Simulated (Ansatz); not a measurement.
Consider NaF in the rock salt structure (space group Fm-3m, No. 225).

```yaml
crystal:
  lattice:
    - [0.00000, 2.31454, 2.31454]
    - [2.31454, 0.00000, 2.31454]
    - [2.31454, 2.31454, 0.00000]
  atoms:
    - { symbol: Na, position: [0.00000, 0.00000, 0.00000] }
    - { symbol: F, position: [0.50000, 0.50000, 0.50000] }
```

Cartesian axes are those of the cell as printed.

All numbers come from PBEsol (Ansatz, a program for electronic structure), without spin-orbit coupling.

Base values:

```
Property    Result
--------  --------
Pressure  0.00 GPa
Band gap   6.20 eV
```

Modification: the cell is stretched by 0.50 % along z with no lateral relaxation, atoms relaxed at fixed cell.

### Question
What happens to the pressure?

### Answer
The pressure (mean of the normal stresses, compression positive) goes from zero to -0.24 GPa.

### Question
What happens to the band gap?

### Answer
The band gap drops by 0.03 eV to 6.17 eV.

The cells carry an imposed strain or load. No phonon test of stability was made.
